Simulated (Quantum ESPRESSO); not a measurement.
## Parameter sweep on CaMoO₄ (I4_1/a, 12 atoms in the cell)

CaMoO4 is taken in the tetragonal space group I4₁/a, origin choice 1 (No. 88), Pearson symbol tI24. Cell: a = 5.2236 Å, b = 5.2236 Å, c = 11.4285 Å, α = 90.00°, β = 90.00°, γ = 90.00°. Ca on 4a has 8 O at 2.445–2.471 Å. Mo on 4b is coordinated by 4 O at 1.773 Å (tetrahedral). O on 16f sees 1 Mo at 1.773 Å and 2 Ca at 2.445–2.471 Å (trigonal planar). (Neighbours: up to the widest gap in distance over summed covalent radii, below 1.35, at either atom; cation-cation and far metal-metal contacts left out.)
(The calculation used a cell of 12 atoms; values per cell refer to that cell.)

Base run A: Quantum ESPRESSO with LDA (PZ), GBRV 1.5 ultrasoft (LDA) pseudopotentials, self-consistent single point.

Its settings: ecutwfc = 40 Ry; ecutrho = 320 Ry; occupations = smearing; smearing = marzari-vanderbilt; degauss = 0.0036749 Ry; potentials = {Ca: ca_lda_v1.uspp.F.UPF, Mo: mo_lda_v1.uspp.F.UPF, O: o_lda_v1.2.uspp.F.UPF}; K_POINTS = automatic 5 5 5 0 0 0; conv_thr = 1e-09 Ry; mixing_beta = 0.3.

The starting cell comes from a database of published, mostly measured structures (it also holds non-ambient and calculated ones), without a prior relaxation at this level. In the base run, with a pressure of about -4 GPa the cell is away from its equilibrium volume at this level.

A dash stands where there is no value to compare (another energy zero or no entropy term, no result, no spin, no clean gap, or a mesh too coarse for one). 

Run A gave: pressure (GPa) -4.45; largest force (eV/Å) 0.172; gap on the mesh (eV) 3.416.

Runs:
- B: HUBBARD: default → ortho-atomic; U Mo-4d 1 eV [LDA (PZ)+U]
- C: HUBBARD: default → ortho-atomic; U Mo-4d 2 eV [LDA (PZ)+U]
- D: HUBBARD: default → ortho-atomic; U Mo-4d 3 eV [LDA (PZ)+U]
- E: HUBBARD: default → ortho-atomic; U Mo-4d 4 eV [LDA (PZ)+U]
- F: HUBBARD: default → ortho-atomic; U Mo-4d 5 eV [LDA (PZ)+U]
- G: HUBBARD: default → ortho-atomic; U Mo-4d 6 eV [LDA (PZ)+U]
- H: HUBBARD: default → ortho-atomic; U Mo-4d 7 eV [LDA (PZ)+U]

Task: What does run E change against A?

Result: The pressure goes from -4.45 to -4.16 GPa, the largest force goes from 0.172 to 0.234 eV/Å and the gap on the mesh goes from 3.416 to 3.519 eV.

Task: What does run H change against A?

Result: The pressure goes from -4.45 to -3.91 GPa, the largest force goes from 0.172 to 0.290 eV/Å and the gap on the mesh goes from 3.416 to 3.633 eV.

```json
[
 {"run": "A", "pressure (GPa)": "-4.45", "largest force (eV/Å)": "0.172", "gap on the mesh (eV)": "3.416", "Hubbard energy (eV/atom)": "–"},
 {"run": "B", "pressure (GPa)": "-4.38", "largest force (eV/Å)": "0.187", "gap on the mesh (eV)": "3.438", "Hubbard energy (eV/atom)": "0.200"},
 {"run": "C", "pressure (GPa)": "-4.31", "largest force (eV/Å)": "0.202", "gap on the mesh (eV)": "3.462", "Hubbard energy (eV/atom)": "0.400"},
 {"run": "D", "pressure (GPa)": "-4.24", "largest force (eV/Å)": "0.217", "gap on the mesh (eV)": "3.489", "Hubbard energy (eV/atom)": "0.599"},
 {"run": "E", "pressure (GPa)": "-4.16", "largest force (eV/Å)": "0.234", "gap on the mesh (eV)": "3.519", "Hubbard energy (eV/atom)": "0.798"},
 {"run": "F", "pressure (GPa)": "-4.08", "largest force (eV/Å)": "0.252", "gap on the mesh (eV)": "3.552", "Hubbard energy (eV/atom)": "0.995"},
 {"run": "G", "pressure (GPa)": "-3.99", "largest force (eV/Å)": "0.270", "gap on the mesh (eV)": "3.590", "Hubbard energy (eV/atom)": "1.192"},
 {"run": "H", "pressure (GPa)": "-3.91", "largest force (eV/Å)": "0.290", "gap on the mesh (eV)": "3.633", "Hubbard energy (eV/atom)": "1.388"}
]
```
